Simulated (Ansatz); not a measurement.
The starting structures come from a database of crystals and need not be the phases stable at ambient conditions.

The decay constant κ of evanescent states in the gap governs leakage through a thin film.

Input:

```xyz
12
Lattice="5.9868 0.0000 0.0000 0.0000 9.0732 0.0000 0.0000 0.0000 3.7730" Properties=species:S:1:pos:R:3 pbc="T T T"
Ti     3.0660     7.8406     0.9432
Ti     2.9208     1.2326     2.8297
Ti     5.9142     3.3040     2.8297
Ti     0.0726     5.7692     0.9432
O      3.2190     8.3321     2.8297
O      2.7678     0.7411     0.9432
O      5.7612     3.7955     0.9432
O      0.2256     5.2777     2.8297
O      1.5799     6.8460     0.9432
O      4.4069     2.2272     2.8297
O      1.4135     2.3094     2.8297
O      4.5733     6.7638     0.9432
```

Space group of this cell: Pnma. The cell is taken as given; by r2SCAN its mean pressure is -3.5 GPa.

Transport runs along the normal of the first two printed cell vectors.

The gap is the functional's own, uncorrected, and κ follows it; spin-orbit coupling is left out. Mid-gap values are interpolated between the computed energies.

### Question
Estimate the band gap and the smallest decay constant κ at mid-gap that r2SCAN (Ansatz, a quantum-chemistry and plane-wave program) returns for this system.

### Answer
Gap 3.37 eV on a 6×4×8 mesh; κ = 0.397 1/Å, at the zone centre.
